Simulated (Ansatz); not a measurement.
```
CELL_PARAMETERS angstrom
      4.80682     0.00000     0.00000
      0.00000     4.92048     0.00000
      0.00000     0.00000     4.92048
ATOMIC_POSITIONS crystal
  Ca 0.00000 0.00000 0.00000
  Ti 0.50000 0.50000 0.50000
  Se 0.00000 0.50000 0.50000
  Se 0.50000 0.50000 0.00000
  Se 0.50000 0.00000 0.50000
```

No spin polarisation.

Calculations: PBEsol/PAW in Ansatz (a program for electronic structure), scalar-relativistic without spin-orbit coupling. Γ-centred 10×10×10 mesh, Fermi–Dirac width 0.05 eV.

Question: Predict the band gap, pressure and space group.

Answer: The band gap is zero. The pressure (mean of the normal stresses, compression positive) is 1.7 GPa. The space group is P4/mmm (No. 123).

The cells carry an imposed strain or load. No phonon test of stability was made. The final runs are not spin-polarised. The cell was made from CaTiSe3 in the cubic perovskite structure (space group Pm-3m, No. 221; a hypothetical phase, not in the database extracts checked) by this change: uniaxial strain ε_xx = −2.31 %. Many cubic perovskites are stable only at high temperature; tilts and polar distortions were not tested. CaTiSe3 has a high density of states at the Fermi level and may be magnetic at this level.
